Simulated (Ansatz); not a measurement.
The starting structures come from a database of crystals and need not be the phases stable at ambient conditions.

Tunnelling through a barrier is set by its complex band structure: the current falls as exp(−2κd) with the smallest κ.

Here is the system:

```
BaS3
1.0
    8.13047     0.00000     0.00000
    2.18619     7.83103     0.00000
    2.18619     1.65946     3.20023
Ba S
2 6
Direct
  0.50000   0.50000   0.00000
  0.00000   0.00000   0.00000
  0.32212   0.17788   0.97519
  0.17788   0.67788   0.66905
  0.67788   0.82212   0.97519
  0.82212   0.32212   0.38057
  0.50000   0.00000   0.71151
  0.00000   0.50000   0.28849
```

Space group of this cell: P-42_1m. The cell is taken as given.

Transport runs along the normal of the first two printed cell vectors, the (111) plane of the conventional cell.

The gap is the functional's own, uncorrected, and κ follows it; spin-orbit coupling is left out. Mid-gap values are interpolated between the computed energies.

Problem. Predict the band gap and the smallest decay constant κ at mid-gap from r2SCAN (Ansatz, a program for electronic structure).

Solution. Gap 1.76 eV on a 10×10×10 mesh; κ = 0.259 1/Å, at the zone centre.
